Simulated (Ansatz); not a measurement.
A self-consistent single point of a (001) slab of CsLiBr2 (cut from a parent of space group no. 129; 8 atoms in the cell) with Ansatz (a program for electronic structure).

Level of theory: LDA (PW92), default PAW files made with PBE (plane waves; Ansatz).

The change in words: vacuum of 10 angstrom (first run: 14 Å). Reference geometry:
```yaml
crystal:
  lattice:
    - [5.20715, 0.00000, 0.00000]
    - [0.00000, 5.20715, 0.00000]
    - [0.00000, 0.00000, 20.66809]
  atoms:
    - { symbol: Cs, position: [0.00000, 0.50000, 0.64487] }
    - { symbol: Cs, position: [0.50000, 0.00000, 0.35513] }
    - { symbol: Li, position: [0.50000, 0.00000, 0.53983] }
    - { symbol: Li, position: [0.00000, 0.50000, 0.46017] }
    - { symbol: Br, position: [0.00000, 0.50000, 0.33869] }
    - { symbol: Br, position: [0.50000, 0.00000, 0.66131] }
    - { symbol: Br, position: [0.00000, 0.00000, 0.50000] }
    - { symbol: Br, position: [0.50000, 0.50000, 0.50000] }
```

Reference input (self-consistent single point, DFT, LDA (PW92), plane waves, default PAW files made with PBE): basis.ecutwfc = 30.9 Ry; kpoints.mp_grid.grid = 5 5 1; hamiltonian.xc = lda; hamiltonian.pseudopotentials = {kind: paw} (the program's default PAW files); scf.occupations.method = fermi_dirac; scf.occupations.width = 0.0037 Ry. This run's input differs from it in these lines:

Ansatz 0.2 input:
```diff
@@ -4,12 +4,12 @@
     - [0.000000, 5.207146, 0.000000]
-    - [0.000000, 0.000000, 20.668094]
+    - [0.000000, 0.000000, 16.668106]
   atoms:
-    - { symbol: Cs, position_ang: [0.000000, 2.603573, 13.328296] }
-    - { symbol: Cs, position_ang: [2.603573, 0.000000, 7.339881] }
-    - { symbol: Li, position_ang: [2.603573, 0.000000, 11.157195] }
-    - { symbol: Li, position_ang: [0.000000, 2.603573, 9.510899] }
-    - { symbol: Br, position_ang: [0.000000, 2.603573, 6.999994] }
-    - { symbol: Br, position_ang: [2.603573, 0.000000, 13.668100] }
-    - { symbol: Br, position_ang: [0.000000, 0.000000, 10.334088] }
-    - { symbol: Br, position_ang: [2.603573, 2.603573, 10.334088] }
+    - { symbol: Cs, position_ang: [0.000000, 2.603573, 11.328295] }
+    - { symbol: Cs, position_ang: [2.603573, 0.000000, 5.339894] }
+    - { symbol: Li, position_ang: [2.603573, 0.000000, 9.157207] }
+    - { symbol: Li, position_ang: [0.000000, 2.603573, 7.510899] }
+    - { symbol: Br, position_ang: [0.000000, 2.603573, 4.999998] }
+    - { symbol: Br, position_ang: [2.603573, 0.000000, 11.668108] }
+    - { symbol: Br, position_ang: [0.000000, 0.000000, 8.334086] }
+    - { symbol: Br, position_ang: [2.603573, 2.603573, 8.334086] }
 basis:
```

Output, abridged:

```
SCF iter   1: F=—  HF=-22201.482335 eV  |F-HF|=—  |Δ(HF+E_count)|=         —  Δρ=3.05e-3  dr2=2.51e-2  ethr=1.77e-3  ⟨swp⟩=12.2  Hψ=1281  notcnv=0
all-band conjugate gradients solve this SCF's bands
preconditioner: auto → Resta (q_TF=auto, 1.903 Å⁻¹)
SCF iter   2: F=—  HF=-22201.473480 eV  |F-HF|=—  |Δ(HF+E_count)|=   8.85e-3  Δρ=1.55e-3  dr2=8.65e-3  ethr=4.83e-5  ⟨swp⟩=2.2  Hψ=446  notcnv=0  defer=8
   [... lines left out ...]
SCF iter   4: F=—  HF=-22201.471279 eV  |F-HF|=—  |Δ(HF+E_count)|=   2.24e-4  Δρ=8.39e-5  dr2=2.95e-5  ethr=1.43e-6  ⟨swp⟩=2.0  Hψ=312  notcnv=0  defer=8
SCF iter   5: F=—  HF=-22201.471326 eV  |F-HF|=—  |Δ(HF+E_count)|=   4.69e-5  Δρ=1.79e-5  dr2=3.15e-6  ethr=5.68e-8  ⟨swp⟩=2.0  Hψ=329  notcnv=0  defer=8
SCF iter   6: F=—  HF=-22201.471325 eV  |F-HF|=—  |Δ(HF+E_count)|=   4.62e-7  Δρ=5.84e-6  dr2=3.25e-7  ethr=6.05e-9  ⟨swp⟩=2.0  Hψ=327  notcnv=0  defer=9
SCF iter   7: F=-22201.471325 eV  HF=-22201.471325 eV  |F-HF|=1.88e-9  |Δ(HF+E_count)|=   3.19e-9  Δρ=1.20e-6  dr2=9.03e-9  ethr=1.92e-10  ⟨swp⟩=13.5  Hψ=1110  notcnv=0
SCF 1 converged in 7 iterations: F = -22201.471325 eV  dr2 = 9.03e-9
Free energy (F): -22201.471325 eV
Internal energy: -22201.471325 eV  (E = F + TS)
E sigma→0 (E₀):  -22201.471325 eV
Fermi energy:    0.666764 eV
--- Forces (eV/Å), atoms counted from 1 ---
  atom   1  Cs     0.00000000     0.00000000    -0.13905120
  atom   2  Cs     0.00000000     0.00000000     0.13905120
  atom   3  Li     0.00000000     0.00000000     0.11760746
  atom   4  Li     0.00000000     0.00000000    -0.11760746
  atom   5  Br     0.00000000     0.00000000     0.24459291
  atom   6  Br     0.00000000     0.00000000    -0.24459291
  atom   7  Br     0.00000000     0.00000000     0.00000000
  atom   8  Br     0.00000000     0.00000000     0.00000000
--- Stress (GPa, compression-positive) ---
       -1.465481       0.000000       0.000000
        0.000000      -1.465481       0.000000
        0.000000       0.000000      -0.805484
  P = ⅓ Tr σ = -1.2455 GPa (-12.455 kbar)
  The stress holds the Pulay correction. Without it, at fixed plane waves, as pw.x and ABINIT print it: P = -1.2535 GPa
```

The run converged in 7 iterations. Against the reference run the free energy stays essentially unchanged (within 1 meV/atom), the largest force hardly changes (0.244 to 0.245 eV/Å) and the gap on the mesh goes from 4.102 to 4.082 eV.

The starting cell comes from a database of computed structures (which also holds hypothetical and non-ambient phases and stackings), without a prior relaxation at this level. The slab is cut from that crystal, and its faces are unrelaxed. Its lattice was rescaled by up to half a per cent. Spin polarisation is off, though cut faces can carry moments; a gap of a slab can lie between surface states.
